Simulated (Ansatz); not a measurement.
The starting structures come from a database of crystals and need not be the phases stable at ambient conditions.

By PBEsol, the system below comes out a metal.

A figure of merit of an interconnect metal is its ballistic conductance per area.

Input:

```yaml
crystal:
  lattice:
    - [2.69174, 0.00000, 0.00000]
    - [0.00000, 8.79807, 0.00000]
    - [1.34587, 0.00000, 2.33112]
  atoms:
    - { symbol: Rh, position: [0.00000, 0.00000, 0.00000] }
    - { symbol: Rh, position: [0.00000, 0.50000, 0.00000] }
    - { symbol: Rh, position: [0.33333, 0.75000, 0.33333] }
    - { symbol: Rh, position: [0.66667, 0.25000, 0.66667] }
```

Space group of this cell: P6_3/mmc. The cell is taken as given; by PBEsol its mean pressure is -5.6 GPa.

The current flows along the normal of the first two printed cell vectors, the (100) plane of the conventional cell. No spin-orbit coupling; the value is a mean over 0.1 eV about the Fermi level.

Problem. Compute, with PBEsol run with Ansatz (an electronic-structure program), the ballistic conductance per area.

Solution. 1.7 × 10¹⁵ S/m² for both spins.
